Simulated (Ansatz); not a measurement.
Consider Zr in the hcp (Mg type) structure (space group P6_3/mmc, No. 194; a = 3.232 Å, c = 5.174 Å).

(Cell as relaxed with PBE.)

Levels (all Ansatz, a quantum-chemistry and plane-wave program, PAW, earlier PAW set): PBE (420 eV, no spin-orbit coupling); r2SCAN (500 eV, spin-orbit coupling left out).

Each level relaxes its own structure.

```tsv
base	PBE	r2SCAN
volume per atom	23.40 Å³	23.50 Å³
lattice parameter a	323.2 pm	324.6 pm
band gap	zero	zero
```

Modification: every Zr is replaced by Hf, then cell and atoms are relaxed.

```
quantity                            PBE  r2SCAN
-----------------------------  --------  ------
c/a ratio                         1.582       ?
shortest interatomic distance  313.8 pm       ?
band gap                           zero       ?
```

Q: Predict the r2SCAN column.

A: 
- c/a ratio, r2SCAN: 1.578
- shortest interatomic distance, r2SCAN: 312.7 pm
- band gap, r2SCAN: zero

PBE's c/a ratio lies 0.004 above r2SCAN's; PBE's shortest interatomic distance lies 1.1 pm above r2SCAN's (0.3 %); the two agree on the band gap. Neither level is exact; r2SCAN is the comparison here, not a measurement.

Stability against distortions was not tested. The final runs are not spin-polarised.
